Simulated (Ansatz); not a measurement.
Defect: O vacancy in corundum, neutral cell. These are PBE, PAW (plane waves to 420 eV; Ansatz, a first-principles code) values and carry that method's errors.

270-site cell at the relaxed PBE lattice, the Γ point alone, smearing 0.01 eV, spin-restricted, no finite-size correction. No zero-point or tunnelling terms. The charge state is imposed; whether it is stable for some Fermi level was not computed. Forms of the defect that were not tried may lie lower.

The step: a nearby O atom hops onto the vacant site; the atom moves 2.52 Å along (-0.60, -0.30, 0.00) of the unit cell; the moving atom starts with neighbours Al at 1.88, Al at 1.89, 2 Al at 1.98 Å and ends with Al at 1.88, Al at 1.89, 2 Al at 1.98 Å. On the band's own sampling the forward barrier is 3.55 eV. Harmonic modes of the moving O atom alone, all others held, come from finite differences of 0.015 Å. The saddle point's order was not checked, and it lies on a symmetry element of the cell, where a band can be held.

Problem. Give the atom's modes at both geometries.

Solution. start 12.9, 15.3, 18.1 THz; saddle point 11.2i, 18.5 and 21.5 THz.

Problem. What attempt frequency and zero-point change of the barrier follow from these modes alone, and what classical rate at 1000 K?

Solution. ν = (12.9 × 15.3 × 18.1) / (18.5 × 21.5) ≈ 9.0 THz. The zero-point energy changes the barrier by h/2 × (40.0 − 46.3) THz = -0.013 eV. The classical rate is ν exp(−3.55/0.0862) ≈ 1e-5 s⁻¹. One atom's modes give a rough prefactor, not that of the whole cell.
